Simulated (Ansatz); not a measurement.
Given:

```xyz
2
Lattice="0.0000 2.0942 2.0942 2.0942 0.0000 2.0942 2.0942 2.0942 0.0000" Properties=species:S:1:pos:R:3 pbc="T T T"
Mg     0.0000     0.0000     0.0000
O      2.0942     2.0942     2.0942
```

Level of theory: PBE, rigid bands (plane waves, PAW, scalar-relativistic; Ansatz, a quantum-chemistry and plane-wave program). Condition of this run: hydrostatic pressure of 3 GPa (compression positive) (the target of the relaxation). Geometry: cell and atoms relaxed with PBEsol, then loaded as said.

Question: What conductivity effective mass do dilute holes have at 300 K?

Answer: 2.3 mₑ.

Question: What conductivity effective mass do dilute electrons have at 300 K?

Answer: 0.36 mₑ.

Question: And the band gap?

Answer: 4.91 eV at this level; semilocal functionals usually fall short of the measured gap.

Rigid bands, one relaxation time for all states, no polarons. Spin-orbit coupling is left out. Geometry: cell and atoms relaxed with PBEsol.
